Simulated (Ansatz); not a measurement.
Defect migration in silicon with all lengths changed by -1 %: interstitial Li, charge state +1. All values below come from PBE, PAW (plane waves to 420 eV; Ansatz, a first-principles code).

Cell of 64 host sites held at the strained lattice (strain from the relaxed PBE one, atoms relaxed); a 2×2×2 k-point mesh shifted by half a step; Fermi-Dirac width 0.01 eV, spin-restricted; finite-size errors left in. No zero-point or tunnelling terms. The charge state is imposed; whether it is stable for some Fermi level was not computed. Sites that were not tried may lie lower.

Barriers: single points on a 3×3×3 k-point mesh shifted by half a step at the bands' geometries.

The only route run: Li moves alone to another site; the atom moves 2.34 Å along (0.25, -0.25, -0.25) of the unit cell; the moving atom starts with neighbours 4 Si at 2.43, 6 Si at 2.72 Å and ends with 4 Si at 2.43, 6 Si at 2.72 Å. Its barrier is 0.64 eV. The saddle point's order was not checked, and it lies on a symmetry element of the cell, where a band can be held. The defect has 4 equivalent sites to jump to, 2.31 Å away. Attempt frequency: 5.2 THz from the moving atom's own harmonic modes, a rough value.

Question: Estimate the defect's diffusion coefficient at 1200 K, how far it wanders in 1 h, and how much an error of 0.1 eV in the barrier would matter.

Answer: kT = 0.1034 eV, so each jump happens at Γ = ν exp(−E/kT) = 5.2e12 × exp(−6.19) ≈ 1.1e+10 s⁻¹. For uncorrelated jumps in a cubic host D = z λ² Γ / 6 = 4 × (2.31e-8 cm)² × 1.1e+10 / 6 ≈ 3.9e-06 cm²/s. The root-mean-square distance is √(6Dt) ≈ 0.3 cm. An error of 0.1 eV changes D by a factor exp(0.1/kT) ≈ 2.6, and the distance by its square root. This is the isolated defect's own diffusivity; trapping, its concentration and zero-point motion are left out.
